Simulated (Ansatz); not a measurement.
**A computed series for RuB2: response to strain**

Take RuB2 (space group Pmmn, No. 59; a = 2.849 Å, b = 4.626 Å, c = 4.024 Å) as the base. Axes: x, y, z lie along a, b, c of the conventional cell.

Strains are applied to the cell and any free atomic positions relax; under biaxial strain the out-of-plane vector relaxes too.

Computed with plane-wave PAW DFT at the PBEsol level (Ansatz, a program for electronic structure, 420 eV), spin-orbit coupling left out.

Notes on the quantities. energy relative to the base: free energy F; pressure: mean of the normal stresses, compression positive.

```csv
case,energy relative to the base,volume per atom,space group,pressure
base,0 meV/atom,8.84 Å³,Pmmn (No. 59),0.0 GPa
"biaxial strain −4.37 %, plane normal [001], relaxed out of plane",–,8.23 Å³,Pmmn (No. 59),23.3 GPa
isotropic strain +2.34 %,+39 meV/atom,9.47 Å³,Pmmn (No. 59),-18.3 GPa
uniaxial strain ε_yy = +0.27 %,+0.1 meV/atom,8.86 Å³,Pmmn (No. 59),-0.8 GPa
tensor shear ε_yz = +0.24 %,+0.1 meV/atom,8.84 Å³,P2_1/m (No. 11),0.0 GPa
```

Without a gap, meshes like the base's 16×10×12 leave anisotropic stresses uncertain by several tenths of a GPa, and small strain energies with them. Stability against distortions was not tested. All final runs are without spin polarisation.
